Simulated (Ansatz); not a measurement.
# ZnSe: energy against volume

ZnSe (zinc blende, F-43m, 21.572 Å³/atom and stress up to 0.01 GPa in the relaxed cell, cube axes along x, y and z) under an equal strain ε along all three axes. LDA in Ansatz, a plane-wave DFT program (PAW, default set), 420 eV, 10×10×10 Γ-centred mesh, Fermi-Dirac smearing 0.05 eV; ions are relaxed, or left where forces stay under 0.02 eV/Å, within the symmetry of each cell. Against the start cell, which lies near the measured one, the relaxed cell differs by -5.3 % in volume; the values below rest on it.

Here V stands for volume and E for E less E0.

```
volume (Å³/atom)  E less E0 (meV/atom)  pressure (GPa)
----------------  --------------------  --------------
19.6883                              ?               ?
20.3035                          18.64            4.98
20.6158                          10.29            3.60
20.9314                           4.49            2.31
21.2501                           1.09            1.11
21.5721                           0.00            0.00
21.8973                           1.07           -1.04
22.2257                           4.20           -2.00
22.5575                           9.28           -2.90
22.8925                          16.22           -3.72
```

Problem. Fit E against V with the third-order Birch-Murnaghan form, a cubic in V^(-2/3), and predict the withheld value at V = 19.6883.

Solution. With u = V^(-2/3) - 0.129, the rows have u = 0.005365, 0.004005, 0.002664, 0.001344, 0.000044, -0.001237, -0.002498, -0.003742, -0.004967. Least squares gives E = -0.002 - 61.8·u + 651801·u² + 1368798·u³. Residuals (row less fit): 0.001, -0.003, 0.005, -0.006, 0.003, 0.001, 0.002, -0.004, 0.002; standard error 0.005 (degrees of freedom: 5). Its minimum lies at u = 0.000047, so V0 = (0.129047)^(-3/2) = 21.57. There d²E/du² = 1304000 and d³E/du³ = 8213000, so B0 = (4/9) × 21.57^(-7/3) × 1304000 × 0.160218 = 71.7 GPa (the last factor turns the table's units into GPa), and B0' = 4 + (2/3) × 0.129047 × (8213000)/1304000 = 4.5. B0' rests on the cubic coefficient alone and has a standard error of 0.1 from these residuals. At the withheld row, u = 0.008150, so E = -0.002 - 61.8 × 0.008150 + 651801 × 0.008150² + 1368798 × 0.008150³ = 43.530 meV/atom. The calculation gives 43.52 meV/atom, 0.010 meV/atom below the prediction (0.0 % of the range of E in the table). The row lies outside the fitted rows, so this is an extrapolation. The scatter of the fitted rows lies at the last printed digit.

Other structures, which can take over under pressure, weren't tried. The same form fitted to the pressure column gives B0' = 4.5; series where the two differ by over 0.4 aren't shown. Rows are the converged runs of the series near zero and its far end, less any whose ions stayed unrelaxed beside relaxed ones; series whose fitted rows scatter by over a few per cent of the range, as at a crossing or softening among them, aren't shown in this form.
